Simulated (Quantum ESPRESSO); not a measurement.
Band structure of Os (P6_3/mmc, 4 atoms in the cell).

```
CELL_PARAMETERS angstrom
      2.68978     0.00000     0.00000
     -1.34489     2.32942     0.00000
      0.00000     0.00000     8.65439
ATOMIC_POSITIONS crystal
  Os 0.00000 0.00000 0.00000
  Os 0.00000 0.00000 0.50000
  Os 0.33333 0.66667 0.25000
  Os 0.66667 0.33333 0.75000
```

Method: PBE, PseudoDojo standard norm-conserving (PBE) pseudopotentials (plane waves; Quantum ESPRESSO 7.5).

Settings: ecutwfc = 75 Ry; occupations = smearing; smearing = cold; degauss = 0.0099958 Ry; potentials = {Os: Os.upf}; K_POINTS = automatic 9 9 3 0 0 0; nbnd = 38; conv_thr = 1e-10 Ry.

The starting cell was generated: these elements placed on a structure prototype, without a prior relaxation; it need not be a known phase or ordering of this composition. Its lattice was rescaled by a random factor within 2.5 % of one. Spin-orbit coupling is off. Spin polarisation is off.

Levels in eV from the Fermi level, bands 29 to 36:
```csv
point,29,30,31,32,33,34,35,36
Γ,-2.81,-2.64,-2.64,-0.91,-0.91,-0.21,0.00,0.00
M,-1.16,0.31,1.39,2.34,2.40,2.53,2.56,2.86
K,-1.51,-1.51,0.20,0.20,1.43,1.63,1.63,1.76
A,-3.02,-3.02,-2.11,-2.11,-0.37,-0.37,-0.37,-0.37
L,-0.90,-0.90,1.23,1.23,2.40,2.40,2.82,2.82
H,-1.49,-1.49,-0.36,-0.36,1.67,1.67,2.04,2.04
```

Bands cross the Fermi level along this path, so the cell is metallic at this level.
